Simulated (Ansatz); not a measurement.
For Mg (model structure, started from the diamond type, Fd-3m, No. 227, 2 atoms in the cell), PBEsol in Ansatz (PAW) gives:

| Property | Result |
|---|---|
| lattice parameter a | 6.776 Å |
| bulk modulus | 12.2 GPa |
| cohesive energy | 0.89 eV/atom |

Task: What does r²SCAN (Ansatz, a first-principles code, plane waves, PAW) give for the same quantities?

Result: 
- lattice constant a: 6.853 Å (rises by 1.1 %)
- bulk modulus: 11.8 GPa (drops by 3.3 %)
- cohesive energy: 0.83 eV/atom (shrinks by 0.06 eV/atom)

Changes are worked out from the printed values.

Unless a cell is named, each level is at its own relaxed cell (PBEsol 38.88, r²SCAN 40.23 Å³/atom).

Caveats: the bulk modulus is −V dP/dV from two relaxed cells at ±2 % in volume (PBEsol, r²SCAN). Ansatz's density-functional and Hartree–Fock values are scalar-relativistic unless marked +SOC, with PAW data made under PBE.

A model structure was made by putting elements into a prototype or built by hand; it is no filed structure, need not be a known phase, and can be a saddle point held by its symmetry.
